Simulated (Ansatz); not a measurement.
Base system: SiS₂ (space group Ibam, No. 72; a = 6.0185 Å, b = 9.3955 Å, c = 5.5448 Å; made of chains).

Computed with PBEsol (Ansatz, a quantum-chemistry and plane-wave program; PAW; 420 eV plane waves; scalar-relativistic without spin-orbit coupling).

Base values:

Band gap: 2.80 eV
Shortest interatomic distance: 2.139 Å
Density: 1.95 g/cm³

Now apply this change: every Si is replaced by Zn; the structure is relaxed again.

Tabulated Pauling electronegativity and covalent radius: Si 1.90, 1.11 Å; Zn 1.65, 1.22 Å.

### Question
Estimate the effect on the band gap.

### Answer
The band gap goes from 2.80 eV to zero.

### Question
How does this affect the shortest interatomic distance?

### Answer
The shortest interatomic distance goes up by 0.232 Å (2.139 Å → 2.371 Å).

### Question
Estimate the effect on the density.

### Answer
The density increases by 1.873 g/cm³, from 1.95 g/cm³ to 3.83 g/cm³.

Stability against distortions was not tested. As relaxed here, ZnS2 is a hypothetical phase, not in the database extracts checked. The final runs are not spin-polarised. No dispersion term is included in the PBEsol runs. Gaps under 0.05 eV, about the width of the smearing, are given as zero. The zero or small gap of ZnS2 can change with the level of theory.
